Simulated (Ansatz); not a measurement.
The reference is SiC (space group P6_3mc, No. 186; a = 3.058 Å, c = 10.012 Å). Axes: x lies along a and z along c of the hexagonal cell.

Computed with plane-wave PAW DFT at the LDA level (Ansatz, a program for electronic structure, 420 eV), no SOC.

For the base:

- Gap character: indirect, Γ → M
- Volume per atom: 10.14 Å³

It is then changed as follows: compressive biaxial strain of 3.00 % in the plane normal to [001], as in epitaxy on a mismatched substrate; the out-of-plane cell vector and the atoms relax.

Question: Predict the new gap character.

Answer: The gap character is still indirect, Γ → M.

Question: What happens to the volume per atom?

Answer: The volume per atom shrinks by 0.534 Å³ to 9.60 Å³.

No phonon test of stability was made.
